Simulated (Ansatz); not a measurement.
The starting structures come from a database of crystals and need not be the phases stable at ambient conditions.

 Where the default PAW files enter, the runs use the earlier of Ansatz's two default sets.

# Evanescent states of TiTl₂F₆ (P-3m1, not sure to be the ambient phase, 9 atoms a cell, 18.4 Å³ an atom, -4 GPa at this level) along the normal of (001)

These are r2SCAN (plane waves, PAW; Ansatz, a program for electronic structure) values and carry that method's errors.

The gap is the functional's own, uncorrected, and κ follows it; spin-orbit coupling is left out. Mid-gap values are interpolated between the computed energies.

Energies count from the valence-band top; κ is the least over a 6×6 mesh across the current.

| E (eV) | κ (1/Å) | where |
|---|---|---|
| 0.11 | 0.240 | off Γ |
| 0.33 | 0.398 | off Γ |
| 0.55 | 0.474 | off Γ |
| 0.77 | 0.507 | off Γ |
| 0.99 | 0.530 | off Γ |
| 1.21 | … | off Γ |
| 1.43 | … | off Γ |
| 1.65 | … | off Γ |
| 1.87 | … | off Γ |
| 2.09 | … | off Γ |
| 2.31 | … | off Γ |
| 2.53 | … | off Γ |
| 2.75 | … | off Γ |
| 2.97 | … | off Γ |
| 3.19 | … | off Γ |
| 3.41 | … | off Γ |
| 3.63 | 0.515 | off Γ |
| 3.85 | 0.494 | off Γ |
| 4.07 | 0.467 | off Γ |
| 4.29 | 0.431 | off Γ |
| 4.51 | 0.368 | off Γ |

### Question
Complete the blanks.

### Answer

- 1.21, κ (1/Å): 0.546
- 1.43, κ (1/Å): 0.557
- 1.65, κ (1/Å): 0.565
- 1.87, κ (1/Å): 0.569
- 2.09, κ (1/Å): 0.571
- 2.31, κ (1/Å): 0.571
- 2.53, κ (1/Å): 0.568
- 2.75, κ (1/Å): 0.563
- 2.97, κ (1/Å): 0.556
- 3.19, κ (1/Å): 0.546
- 3.41, κ (1/Å): 0.532
